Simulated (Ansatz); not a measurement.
Take an 8-atom supercell of AlN in the wurtzite structure (space group P6_3mc, No. 186; a = 3.1298 Å, c = 5.0173 Å) at its relaxed geometry as the base.

Computed with PBE (Ansatz, a program for electronic structure; PAW; 420 eV plane waves; no SOC), earlier PAW set.

Before the change:

| Quantity | Result |
|---|---|
| Pressure | 0.0 GPa |
| Mean distance from the defect site to its nearest host atoms | 1.91 Å |

Perturbation: one Al atom is replaced by Na, atoms relaxed at fixed cell, starting from a slightly rattled geometry.

Tabulated Pauling electronegativity and covalent radius: Al 1.61, 1.21 Å; Na 0.93, 1.66 Å.

How does this affect the pressure?

The pressure goes from zero to 19.6 GPa.

What does the calculation give for the mean distance from the defect site to its nearest host atoms after the change?

The mean distance from the defect site to its nearest host atoms rises by 0.238 Å, from 1.91 Å to 2.14 Å.

What happens to the largest displacement of a host atom from its site in the perfect cell?

The largest displacement of a host atom from its site in the perfect cell amounts to 0.34 Å.

The magnetic state is the one reached from the starting moments; the real material's order can differ, and small cells can't hold many antiferromagnetic ones. In so small a cell the defect repeats every few ångströms: this is an ordered compound, not a dilute defect. The mesh was chosen for an insulator and is coarse for the gapless case. The defect cell is spin-polarised and ends with 1.9 μB.
